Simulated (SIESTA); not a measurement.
**Short convergence ladders for WS2 (P-6m2, 3 atoms in the cell)**

```yaml
crystal:
  lattice:
    - [3.16760, 0.00000, 0.00000]
    - [-1.58380, 2.74322, 0.00000]
    - [0.00000, 0.00000, 16.86583]
  atoms:
    - { symbol: W, position: [0.00000, 0.00000, 0.00000] }
    - { symbol: S, position: [0.33333, 0.66667, 0.90800] }
    - { symbol: S, position: [0.33333, 0.66667, 0.09200] }
```

Base method: SIESTA 5.4.2 with LDA PW92, numerical atomic orbitals TZP, PseudoDojo LDA standard norm-conserving potentials (rewritten from UPF to PSML).

Base settings: XC.functional = LDA; XC.authors = PW92; potentials = PseudoDojo LDA standard; PAO.BasisSize = TZP; PAO.EnergyShift = 0.01 Ry; MeshCutoff = 400 Ry; kgrid.MonkhorstPack = 9 9 2; OccupationFunction = FD; ElectronicTemperature = 10 K; MaxSCFIterations = 150.

Core times come from one kind of shared machine, to one figure; runs under 30 s give none.

**The force threshold of a relaxation**

On WS2 (P3m1, 3 atoms in the cell): one atom moved by 0.15 angstrom.

In this ladder: MD.TypeOfRun = Broyden; MD.Steps = 40.

The mesh stays at the base's, so the ladder's end is converged at best in this setting alone.

Only quantities that move along the ladder and can be compared are tabulated.

```tsv
MD.MaxForceTol	free energy less the last step's (meV/atom)	largest force left (eV/Å)	relaxation steps	core time / last (rough)
0.2 eV/Ang	0.45	0.1887	2	0.5
0.1 eV/Ang	0.15	0.0972	3	0.8
0.05 eV/Ang	0.00	0.0082	4	0.9
0.03 eV/Ang	0.00	0.0082	4	1
0.02 eV/Ang	0.00	0.0082	4	1
0.01 eV/Ang	0.00	0.0082	4	1
0.005 eV/Ang	0.00	0.0040	5	1
0.002 eV/Ang	0.00	0.0007	6	2
0.001 eV/Ang	0.00	0.0007	6	1
```

Coarsest MD.MaxForceTol that holds the largest force left within 0.01 eV/Å of the last step, with all finer ones: 0.05 eV/Ang; the step before is off by 0.096 eV/Å.

Coarsest MD.MaxForceTol that holds the free energy within 0.2 meV/atom of the last step, with all finer ones: 0.1 eV/Ang; the step before is off by 0.45 meV/atom.

**The size of the supercell around a displaced atom**

On WS₂ (P-6m2, 3 atoms in the cell), and larger cells.

In this ladder: ElectronicTemperature = 580.23 K.

Steps: 1 x 1 x 1 supercell, one S atom moved by 0.02 angstrom along z; 2 x 1 x 1 supercell, one S atom moved by 0.02 angstrom along z; and so on, with the mesh thinned in proportion.

Only quantities that move along the ladder and can be compared are tabulated.

| atoms | largest change of a force by the displacement (eV/Å) |
|---|---|
| 3 | 0.3892 |
| 6 | 0.3590 |
| 12 | 0.3440 |

Smallest size that holds the largest change of a force by the displacement within 0.005 eV/Å: not settled: the last two steps still differ by 0.015 eV/Å, over half the tolerance, so the ladder does not show it.

On the base run: the starting cell comes from a database of computed structures (which also holds hypothetical and non-ambient phases and stackings), without a prior relaxation at this level. Its lattice was rescaled by up to half a per cent. Values carry the incompleteness of an atom-centred basis.
